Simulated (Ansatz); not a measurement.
Take TiSi₂ (space group Fddd, No. 70; a = 4.780 Å, b = 8.232 Å, c = 8.522 Å) as the base.

Structures relaxed with r2SCAN (Ansatz, a program for electronic structure; PAW; 500 eV plane waves; no spin-orbit coupling), earlier PAW set.

Base:

Simulated powder pattern, Co Kα, λ = 1.79026 Å (kinematic, ideal powder, no thermal factors, no anomalous dispersion; the 14 strongest lines at most, above 2 %, up to 2θ = 90°):

| 2θ (°) | I/Imax (%) | hkl |
|---|---|---|
| 27.85 | 11 | (111) |
| 35.20 | 9.1 | (022) |
| 44.96 | 3.0 | (113) |
| 45.97 | 100 | (131) |
| 49.69 | 40 | (004) |
| 50.86 | 74 | (202) |
| 51.32 | 3.0 | (220) |
| 58.77 | 47 | (133) |
| 80.48 | 19 | (135) |
| 82.30 | 18 | (331) |
| 86.54 | 16 | (062) |

It is then changed as follows: full substitution Si → Ni, then cell and atoms are relaxed.

After the change:

Simulated powder pattern, Co Kα, λ = 1.79026 Å (kinematic, ideal powder, no thermal factors, no anomalous dispersion; the 14 strongest lines at most, above 2 %, up to 2θ = 90°):

| 2θ (°) | I/Imax (%) | hkl |
|---|---|---|
| 29.30 | 4.5 | (111) |
| 49.52 | 100 | (131) |
| 50.14 | 48 | (004) |
| 53.16 | 81 | (202) |
| 61.99 | 50 | (133) |
| 83.65 | 21 | (135) |
| 88.41 | 18 | (331) |

The indices refer to each structure's own conventional cell; one index is shown for lines that coincide.

Stability against distortions was not tested. As relaxed here, TiNi2 is a hypothetical phase, not in the database extracts checked. Seeded moments were not kept for Si → Ni. The final runs are not spin-polarised.
